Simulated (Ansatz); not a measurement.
Base system: AlN in the zinc blende structure (space group F-43m, No. 216; a = 4.378 Å).

Calculations: PBEsol, PAW, 420 eV (Ansatz, a program for electronic structure; spin-orbit coupling left out).

Base values:

Smallest direct gap: 4.06 eV
Width of the top valence band: 2.72 eV
Electron mass: 0.52 mₑ along k, 0.32 mₑ across (at X)
Band gap: 3.19 eV

The change: the cell is scaled by 0.9800 in all directions, atoms relaxed at fixed cell.

Task: Predict the new smallest direct gap, energy relative to the base, width of the top valence band, electron mass and band gap.

Result: The smallest direct gap goes up by 0.54 eV (4.06 eV → 4.60 eV); the energy goes up by 25 meV/atom; the width of the top valence band increases by 0.13 eV to 2.85 eV; the electron mass changes from 0.52 mₑ along k, 0.32 mₑ across (at X) to 0.51 mₑ along k, 0.31 mₑ across (at X); the band gap goes up by 0.03 eV, from 3.19 eV to 3.22 eV.

The cells carry an imposed strain or load. Effective masses come from finite differences of ±0.01 Å⁻¹. Along k means along the line from Γ to the band edge. Whether these cells are dynamically stable was not tested. This is not the structure that AlN has at room temperature and ambient pressure.
